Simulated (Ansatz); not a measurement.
# Ir, response to strain

Start from Ir in the fcc (Cu type) structure (space group Fm-3m, No. 225; a = 3.812 Å; relaxed with 0.1 eV smearing). Axes: x, y, z lie along the cube axes.

Strains are applied to the cell and any free atomic positions relax; under biaxial strain the out-of-plane vector relaxes too.

Method: Ansatz (a first-principles code) LDA, no spin-orbit coupling.

Notes on the quantities. energy relative to the base: free energy F; pressure: mean of the normal stresses, compression positive.

```csv
variant,energy relative to the base,pressure,out-of-plane strain
base,0 meV/atom,0.0 GPa,–
"biaxial strain −3.00 %, plane normal [001], relaxed out of plane",+62 meV/atom,16.7 GPa,+2.54 %
"biaxial strain −2.50 %, plane normal [001], relaxed out of plane",+42 meV/atom,13.6 GPa,+2.09 %
"biaxial strain −2.00 %, plane normal [001], relaxed out of plane",+27 meV/atom,10.6 GPa,+1.66 %
"biaxial strain −1.00 %, plane normal [001], relaxed out of plane",+6.4 meV/atom,5.1 GPa,+0.82 %
"biaxial strain −0.50 %, plane normal [001], relaxed out of plane",+1.6 meV/atom,2.5 GPa,+0.41 %
"biaxial strain +0.50 %, plane normal [001], relaxed out of plane",+1.5 meV/atom,-2.3 GPa,-0.40 %
"biaxial strain +1.00 %, plane normal [001], relaxed out of plane",+6.0 meV/atom,-4.6 GPa,-0.80 %
"biaxial strain +1.50 %, plane normal [001], relaxed out of plane",+13 meV/atom,-6.7 GPa,-1.20 %
"biaxial strain +2.00 %, plane normal [001], relaxed out of plane",+23 meV/atom,-8.7 GPa,-1.59 %
```

Whether these cells are dynamically stable was not tested. All final runs are without spin polarisation.
